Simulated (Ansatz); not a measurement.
Base system: TiO₂ in the rutile structure (space group P4_2/mnm, No. 136; a = 4.591 Å, c = 2.939 Å).

One thing is altered: cell and atoms relaxed at a pressure of 7.5 GPa.

Levels (all Ansatz, a quantum-chemistry and plane-wave program, PAW): PBEsol (420 eV, spin-orbit coupling left out); r2SCAN (500 eV, without spin-orbit coupling); HSE06 (420 eV, no spin-orbit coupling).

At the geometry relaxed with PBEsol, these levels gave the following band gaps, in shuffled order: (a) 2.28 eV, (b) 1.89 eV, (c) 3.45 eV.

### Question
Match each gap to its level.

### Answer
(a) r2SCAN; (b) PBEsol; (c) HSE06.

Single points use the geometry relaxed with PBEsol. Load acts through the strain it causes; cell and atoms are relaxed under it. Stability against distortions was not tested. No other phases were tried under pressure. The final runs are not spin-polarised.
